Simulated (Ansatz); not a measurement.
# CdS: uniaxial stress, 3 GPa tension along z

The parent structure is CdS in the wurtzite structure (space group P6_3mc, No. 186; a = 4.1966 Å, c = 6.8302 Å). Axes: x lies along a and z along c of the hexagonal cell.

One thing is altered: uniaxial stress, 3 GPa tension along z, with the cell and atoms free to relax against it.

Method: PBE/PAW in Ansatz (an electronic-structure program), no spin-orbit coupling, earlier PAW set. k-mesh 9×9×5 (Γ-centred); smearing 0.05 eV (Fermi–Dirac).

```csv
quantity,base,changed,shift
volume per atom,26.04 Å³,26.52 Å³,+0.48 Å³
space group,P6_3mc (No. 186),P6_3mc (No. 186),–
shortest interatomic distance,256.6 pm,257.6 pm,+1.07 pm
energy relative to the base (free energy F),0 meV/atom,+11 meV/atom,+11 meV/atom
band gap,1.11 eV,0.94 eV,-0.17 eV
gap character,direct at Γ,direct at Γ,–
width of the top valence band,1.55 eV,1.57 eV,+0.014 eV
electron mass,"0.12 mₑ along c, 0.13 mₑ across (at Γ)","0.11 mₑ along z, 0.12 mₑ across (at Γ)",–
"valence-band top at Γ (three highest levels, from the VBM)","0.00, 0.00, -0.04 eV","0.00, 0.00, -0.25 eV",–
"strain response (xx, yy, zz)",–,"(−1.28, −1.28, +4.49) %",–
secant Young's modulus along z,–,67 GPa,–
mean lateral Poisson ratio,–,0.29,–
```

Effective masses come from finite differences of ±0.01 Å⁻¹. Beyond what the load breaks, stability against distortions was not tested.
